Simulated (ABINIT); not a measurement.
Band structure of Ta (Im-3m, 1 atom in the cell).

```
Ta
1.0
   -1.67793     1.67793     1.67793
    1.67793    -1.67793     1.67793
    1.67793     1.67793    -1.67793
Ta
1
Direct
  0.00000   0.00000   0.00000
```

Method of the run: PBE, PAW (JTH v2.0 PBE PAW) (plane waves; ABINIT).

Settings: pseudos = [Ta.GGA_PBE-JTH.xml]; ecut = 20 Ha; pawecutdg = 40 Ha; pawxcdev = 0; ixc = 11; occopt = 3; tsmear = 0.136 eV; ngkpt = 18 18 18; nshiftk = 1; shiftk = 0 0 0; potentials = JTH v2.0 PBE PAW; kptopt = 1; nstep = 50.

The starting cell comes from a database of computed structures (which also holds hypothetical and non-ambient phases and stackings), without a prior relaxation at this level. Its lattice was rescaled by a random factor within 2.5 % of one. Spin-orbit coupling is off. Spin polarisation is off.

Levels in eV from the Fermi level, bands 3 to 10:
| point | 3 | 4 | 5 | 6 | 7 | 8 | 9 | 10 |
|---|---|---|---|---|---|---|---|---|
| Γ | -33.28 | -33.28 | -7.76 | 0.71 | 0.71 | 0.71 | 3.82 | 3.82 |
| H | -33.98 | -33.98 | -3.55 | -3.55 | 6.44 | 6.44 | 6.44 | 8.18 |
| N | -33.61 | -33.28 | -4.20 | -1.43 | 1.34 | 3.67 | 4.65 | 7.33 |
| P | -33.78 | -33.78 | -1.23 | -1.23 | -1.23 | 4.80 | 4.80 | 6.57 |

Bands cross the Fermi level along this path, so the cell is metallic at this level.
